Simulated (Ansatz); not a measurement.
Consider TaAs (space group I4_1md, No. 109; a = 3.442 Å, c = 11.712 Å).

Level of theory: r2SCAN (Ansatz, an electronic-structure program), no spin-orbit coupling.

For the base:

The lattice parameter a is 3.442 Å. The c/a ratio comes out as 3.403.

Now apply this change: every Ta is replaced by Lu; the structure is relaxed again.

How does this affect the lattice parameter a and c/a ratio?

The lattice parameter a grows by 0.281 Å (3.442 Å → 3.723 Å); the c/a ratio goes up by 0.236 (3.403 → 3.639).

Whether these cells are dynamically stable was not tested. As relaxed here, LuAs is a hypothetical phase, not in the database extracts checked. The final runs are not spin-polarised.
